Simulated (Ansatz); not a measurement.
**Pd: biaxial strain +2.50 %, plane normal [001], relaxed out of plane**

Consider Pd in the fcc (Cu type) structure (space group Fm-3m, No. 225; a = 3.910 Å; relaxed with 0.1 eV smearing). Axes: x, y, z lie along the cube axes.

Perturbation: tensile biaxial strain of 2.50 % in the plane normal to [001], as in epitaxy on a mismatched substrate; the out-of-plane cell vector and the atoms relax.

Level of theory: r2SCAN, PAW, 500 eV (Ansatz, a program for electronic structure; no spin-orbit coupling). Γ-centred 29×29×29 mesh, Fermi–Dirac width 0.1 eV.

The volume per atom increases by 0.14 Å³, from 14.95 Å³ to 15.09 Å³ and the energy goes up by 5.9 meV/atom. The pressure (mean of the normal stresses, compression positive) goes from zero to -1.5 GPa and the band gap is still zero. The out-of-plane strain amounts to -3.90 % and the ratio −ε⊥/ε∥ is 1.56. The mean in-plane stress (compression positive) is -2.3 GPa.

Cost of the whole job for the changed cell (relaxation, final SCF and bands): roughly 110 core-seconds.

No phonon test of stability was made. The final runs are not spin-polarised. Pd has a high density of states at the Fermi level and may be magnetic at this level.
